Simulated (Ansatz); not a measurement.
Base system: Cu₃SbSe₄ (space group I-42m, No. 121; a = 5.627 Å, c = 11.184 Å).

All numbers come from Ansatz (a first-principles code), PBEsol, PAW, cutoff 420 eV, no spin-orbit coupling.

Before the change:

```
Item       Result
--------  -------
Pressure  0.0 GPa
Band gap     zero
```

It is then changed as follows: an isotropic linear strain of −2.25 %; the atoms relax in the strained cell.

Problem. What does the calculation give for the energy relative to the base, pressure and band gap after the change?

Solution. The energy grows by 24 meV/atom; the pressure (mean of the normal stresses, compression positive) goes from zero to 5.6 GPa; the band gap remains zero.

Whether these cells are dynamically stable was not tested. The final runs are not spin-polarised.
